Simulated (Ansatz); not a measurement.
# ZnS: stress against strain

ZnS (wurtzite, P6_3mc, 20.185 Å³/atom at rest, c along z) under an equal strain ε in the (0001) plane with the normal axis free, as in a coherent film. PBE in Ansatz, a plane-wave DFT program (PAW, default set), 420 eV, 10×10×5 Γ-centred mesh, Fermi-Dirac smearing 0.05 eV; ions are relaxed within the symmetry of each cell. Stress is positive for a compressed cell.

Here s stands for strain and y for stress xx.

```csv
strain (%),stress xx (GPa)
-3.00,?
-1.20,1.79
-0.60,0.88
0.00,0.00
0.60,-0.86
1.20,-1.67
```

Taking a straight line for y over the 5 complete rows: Means: s 0, y 0.028. About the means, the sum of products is -5.1960 and the sum of squares of s is 3.6000; the slope is their ratio. Least squares gives y = 0.028 - 1.4433·s. Residuals (row less fit): 0.030, -0.014, -0.028, -0.022, 0.034; standard error 0.034 (degrees of freedom: 3). The slope gives the biaxial elastic modulus of this plane = 144 ± 1.8 GPa.

**Question.** Estimate the missing y (s = -3.00); what did the run itself give?

**Answer.** y = 0.028 - 1.4433 × (-3.0) = 4.358 GPa. The calculation gives 4.73 GPa, 0.372 GPa above the prediction (5.8 % of the range of y in the table). The row lies outside the fitted rows, so this is an extrapolation. From the scatter of the fitted rows alone, a prediction at this place has a standard error of 0.066 GPa, so the miss is 5.6 times that.

One order more, fitted to all 11 runs of the series, follows each within 0.01, so the miss is the next term of a smooth law. ZnS is here the high-temperature form. Rows are the converged runs of the series near zero and its far end; series whose fitted rows scatter by over a few per cent of the range, as at a crossing or softening among them, aren't shown in this form. Most that stay on the fit to the last digits aren't either.
